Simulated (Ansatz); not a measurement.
Results of r²SCAN (plane waves, PAW; Ansatz, a first-principles code) for ZrB₂ (model structure, P6₃/mmc, No. 194, 6 atoms in the cell).

Run with plane-wave cutoff 560 eV, 24×24×8 k mesh (along the axes of the cell as run), Fermi–Dirac smearing 0.05 eV, scalar-relativistic PAW data made under PBE.

Cell (relaxed at this level):

```cif
data_B4Zr2
_chemical_formula_sum 'Zr2 B4'
_space_group_name_H-M_alt 'P63/mmc'
_space_group_IT_number 194
_space_group_name_Hall '-P 6c 2c'
_cell_length_a 3.08353
_cell_length_b 3.08353
_cell_length_c 8.53019
_cell_angle_alpha 90.000
_cell_angle_beta 90.000
_cell_angle_gamma 120.000
loop_
_atom_site_label
_atom_site_type_symbol
_atom_site_symmetry_multiplicity
_atom_site_Wyckoff_symbol
_atom_site_fract_x
_atom_site_fract_y
_atom_site_fract_z
_atom_site_occupancy
Zr1 Zr 2 c 0.33333 0.66667 0.25000 1
B1 B 4 f 0.66667 0.33333 0.02696 1
```

Task: What does this level give for the bulk modulus?

Result: 
- bulk modulus = 170 GPa

The run finds no gap.

Note: the bulk modulus is −V dP/dV from two relaxed cells at ±2 % in volume; the relaxation could raise the start's symmetry but not lower it, so the cell can be a saddle point.

The computed numbers hold no vibrational or temperature effects.

A model structure was made by putting elements into a prototype or built by hand; it is no filed structure, need not be a known phase, and can be a saddle point held by its symmetry.
